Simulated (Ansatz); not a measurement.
Structures of equal composition on the (111)B surface of zinc-blende GaP (P plane on top): 2x2 In adatom at H3; 2x2 In adatom at T4. The slabs share one bottom face, and each structure is named by its start. These are constructed structures in small cells; real faces may alloy, dewet or reconstruct in larger ones, and not all known structures of the face are among them. Slabs of about 13 Å with all that they carry, Fermi-Dirac smearing of 0.025 eV. Bottom of the slabs: H caps. Relaxed from the named starts with such symmetry as they have, on meshes of like density; energies extrapolated to zero smearing; no spin-orbit coupling, no U. Spin-polarised runs, if any, are marked in brackets, and their order is one that fits the cell; the others ran without spin. Where a second, spin-polarised start was run, the lower counts.

Host crystal: zinc-blende GaP, with a band gap (PBE, scalar-relativistic without spin-orbit coupling).

Method: PBE (plane waves to 420 eV, PAW; Ansatz, a quantum-chemistry and plane-wave program).

Question: Rank these by energy per 1x1 cell (lowest first), as PBE gives it.

Answer: 2x2 In adatom at H3 (0.000 eV, gap 0.36 eV on the mesh), 2x2 In adatom at T4 (0.031 eV, gap 0.33 eV on the mesh)
